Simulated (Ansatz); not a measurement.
Base system: PbTe in the rock salt structure (space group Fm-3m, No. 225).

```xyz
2
Lattice="0.0000 3.2210 3.2210 3.2210 0.0000 3.2210 3.2210 3.2210 0.0000" Properties=species:S:1:pos:R:3 pbc="T T T"
Te     3.2210     3.2210     3.2210
Pb     0.0000     0.0000     0.0000
```

The values are results of PBEsol, PAW, 420 eV (Ansatz, an electronic-structure program; spin-orbit coupling left out), not measurements.

Strains are applied to the cell and any free atomic positions relax.

One change was made to it. Results:

```csv
quantity,base,after
band gap,0.65 eV,0.68 eV
hole mass,"0.38 mₑ along k, 0.073 mₑ across (at L)","0.40 mₑ along k, 0.077 mₑ across (at L)"
gap character,direct at L,direct at L
```

Question: Which of these changes matches the shifts?
(A) isotropic strain −1.50 %
(B) isotropic strain +2.00 %
(C) isotropic strain +0.50 %
(D) isotropic strain −2.00 %

Answer: C, isotropic strain +0.50 %. For comparison, the band gap in the other runs: isotropic strain −2.00 % gives 0.50 eV; isotropic strain −1.50 % gives 0.54 eV; isotropic strain +2.00 % gives 0.76 eV.

Spin-orbit coupling, missing from the scalar runs, can matter with Pb and Te. Masses are band curvatures over ±0.01 Å⁻¹ around the edge. Along k means along the line from Γ to the band edge. Whether these cells are dynamically stable was not tested.
